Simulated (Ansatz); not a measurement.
The boundary is one mirror-built cell; no search for the lowest one was made.

```yaml
junction: Σ5 (310) symmetric tilt boundary in bcc W, with one O atom a cell (16.0 Å²) in the boundary
cell_area: 16.03 Å²
transmission_a_spin: 0.7626
channels_of_the_lower_lead: 1.843
channels_of_the_upper_lead: 1.843
```

These are PBE (plane waves, PAW; Ansatz, a quantum-chemistry and plane-wave program) values and carry that method's errors.

Task: Work out the resistance-area product that the junction adds between diffusive leads.

Result: AR = A (h/2e²)[1/T − 1/(2N₁) − 1/(2N₂)] = 16.03 × 10⁻²⁰ m² × 12906 Ω × 0.769 = 1.6 × 10⁻¹⁵ Ω m².
